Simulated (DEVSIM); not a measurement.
# Schottky contact on n-type Ge

Structure: Schottky contact on n-type Ge, at 250 K.

| layer (left to right) | material | thickness (μm) | Nd (cm⁻³) | τn (s) | τp (s) |
|---|---|---|---|---|---|
| 1 | Ge | 5.10 | 2.6e17 | 6.5e-6 | 6.5e-6 |
| 2 | Ge | 1.70 | 1.6e18 | 6.5e-6 | 6.5e-6 |

Left contact: Schottky, work function 4.39 eV, emission velocity 6e6 cm/s. Right contact: ohmic. Voltage is applied to the left contact. Recombination: SRH at mid-gap, Auger. Mobility is μmin + (μ − μmin)/(1 + (N/Nref)^α).

The device is made up for the run: typed textbook-type constants, with dimensions and the other settings drawn at random. Values at 300 K; Nc and Nv go as T^1.5, mobilities as T to minus their exponent, the gap by Varshni's rule with the affinity fixed.

```csv
parameter,Ge
gap (eV),0.664
affinity (eV),4
permittivity,16
Nc (cm⁻³),1.04e19
Nv (cm⁻³),6e18
μn (cm²/Vs),3900
μp (cm²/Vs),1900
"μn,min",150
"μp,min",100
"Nref,n",2.6e17
"Nref,p",4e17
αn,0.56
αp,0.6
T exponent of μn,1.66
T exponent of μp,2.33
Cn (cm⁶/s),1e-31
Cp (cm⁶/s),1e-31
Varshni α (eV/K),0.000477
Varshni β (K),235
```

DEVSIM, 1D drift-diffusion, Boltzmann statistics, complete ionisation; no tunnelling, impact ionisation, image-force lowering or self-heating. Metal contacts follow the ideal Schottky-Mott rule: no Fermi-level pinning, no interface dipoles.

```yaml
potential_step_across_the_device_at_zero_bias: 0.356 V
Dark forward voltage at 1 A/cm²: 0.051 V
Dark forward voltage at 100 A/cm²: 0.149 V
```
